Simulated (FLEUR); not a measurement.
**Equation of state of wurtzite SiC (space group 186): energy against volume (FLEUR, PBE)**

```
CELL_PARAMETERS angstrom
      3.02523     0.00000     0.00000
     -1.51262     2.61993     0.00000
      0.00000     0.00000     4.96021
ATOMIC_POSITIONS crystal
  Si 0.33333 0.66667 0.00000
  Si 0.66667 0.33333 0.50000
  C  0.33333 0.66667 0.37500
  C  0.66667 0.33333 0.87500
```

Method: FLEUR with PBE, all-electron FLAPW (FLEUR), scalar-relativistic valence. Settings: Kmax = 5.24 1/bohr; GmaxXC = 21 1/bohr; xcFunctional = pbe; jspins = 1; l_soc = F; mode = hist; fermiSmearingEnergy = 0.00036749 Htr; mesh (inpgen div1-3) = 12 12 7; inpgen gamma flag = true; Gmax = 21 1/bohr; numbands = 0; maxIterBroyd = 15; imix = Anderson; alpha = 0.05; precondParam = 0; minDistance = 1e-05 me/bohr^3. The cell above is the first row's. The rows scale it uniformly. In all rows fractional positions and the k mesh are held. E is the free energy at the stated smearing, counted from the lowest row.

```csv
V (Å^3/atom),E (meV/atom)
9.829,33.22
10.042,15.16
10.256,4.31
10.470,0.00
10.683,1.59
10.897,8.52
11.111,20.28
11.324,36.40
11.538,?
```

### Question
Fit E against V with the third-order Birch-Murnaghan form, a cubic in V^(-2/3), and predict the withheld value at V = 11.538.

### Answer
With u = V^(-2/3) - 0.208, the rows have u = 0.009935, 0.006842, 0.003843, 0.000947, -0.001840, -0.004548, -0.007169, -0.009695. Least squares gives E = -0.101 - 245.65·u + 362540·u² - 32761·u³. Residuals (row less fit): 0.009, -0.019, 0.003, 0.009, 0.011, 0.002, -0.025, 0.013; standard error 0.019 (degrees of freedom: 4). Its minimum lies at u = 0.000339, so V0 = (0.208339)^(-3/2) = 10.52. There d²E/du² = 725000 and d³E/du³ = -196600, so B0 = (4/9) × 10.52^(-7/3) × 725000 × 0.160218 = 213 GPa (the last factor turns the table's units into GPa), and B0' = 4 + (2/3) × 0.208339 × (-196600)/725000 = 4.0. At the withheld row, u = -0.012155, so E = -0.101 - 245.65 × (-0.012155) + 362540 × (-0.012155)² - 32761 × (-0.012155)³ = 56.507 meV/atom. The calculation gives 56.46 meV/atom, 0.047 meV/atom below the prediction (0.1 % of the range of E in the table). The row lies outside the fitted rows, so this is an extrapolation. From the scatter of the fitted rows alone, a prediction at this place has a standard error of 0.046 meV/atom, so the miss is 1.0 times that.

Carrying the step between the two nearest rows on in a straight line would have given 52.60, off by 3.86; series whose last step already gives the withheld value aren't shown. The scan was laid around a cell of about the measured size, scaled by a guess for this functional; axis ratios and inner coordinates come from that cell. This is the 2H polytype. The runs keep the symmetry of the cell, so they don't test it for distortions. Values depend on the basis (sphere radii, cutoffs, local orbitals), which need not be converged. The shape of the cell and the inner coordinates aren't relaxed, so V0 and B0 belong to this uniform scaling; a relaxed crystal lies no higher in energy and is usually softer. Cutoffs and mesh are single choices, not tested for convergence of this quantity. Series with a scatter that would blur these digits, or in which a gap closes, are not shown. Nor are scans whose minimum lies at an end fitted in this form.
